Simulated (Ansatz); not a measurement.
The parent structure is TiO₂ in the rutile structure (space group P4_2/mnm, No. 136; a = 4.591 Å, c = 2.939 Å). Axes: x, y, z lie along a, b, c of the conventional cell.

Computed with PBEsol (Ansatz, an electronic-structure program; PAW; 420 eV plane waves; no SOC).

Now apply this change: the cell is stretched by 1.20 % along z with no lateral relaxation; the atoms relax in the strained cell.

### Question
Predict the stress tensor and what it implies for the stiffness.

### Answer
Stress of the strained cell less that of the base (GPa, compression positive):
```
  -1.90    0.00    0.00
   0.00   -1.90    0.00
   0.00    0.00   -5.78
```

Then −Δσ_ii/ε with ε = 0.0120 gives relaxed-ion elastic constants: C33 ≈ 482 GPa, C13 ≈ 159 GPa and C23 ≈ 159 GPa.

Whether these cells are dynamically stable was not tested. All final runs are without spin polarisation.
